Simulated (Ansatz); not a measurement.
Structures of equal composition on the (000-1) surface of 4H silicon carbide (C plane on top): (√3x√3)R30° Sb adatom at H3; (√3x√3)R30° Sb adatom at T4. The slabs share one bottom face, and each structure is named by its start. These are constructed structures in small cells; real faces may alloy, dewet or reconstruct in larger ones, and not all known structures of the face are among them. Slabs of about 11 Å with all that they carry, Fermi-Dirac smearing of 0.025 eV. Bottom of the slabs: H caps. Relaxed from the named starts with such symmetry as they have, on meshes of like density; energies extrapolated to zero smearing; no spin-orbit coupling, no U. Spin-polarised runs, if any, are marked in brackets, and their order is one that fits the cell; the others ran without spin. Where a second, spin-polarised start was run, the lower counts.

Host crystal: 4H silicon carbide, with a band gap (PBE, scalar-relativistic without spin-orbit coupling).

Computed with r2SCAN, at the PBE geometry (plane waves to 500 eV, PAW; Ansatz, a first-principles code).

Task: Rank these by energy per 1x1 cell (lowest first), as r2SCAN, at the PBE geometry gives it.

Result: (√3x√3)R30° Sb adatom at T4 (0.000 eV, gap 2.56 eV on the mesh), (√3x√3)R30° Sb adatom at H3 (0.080 eV, gap 2.03 eV on the mesh)
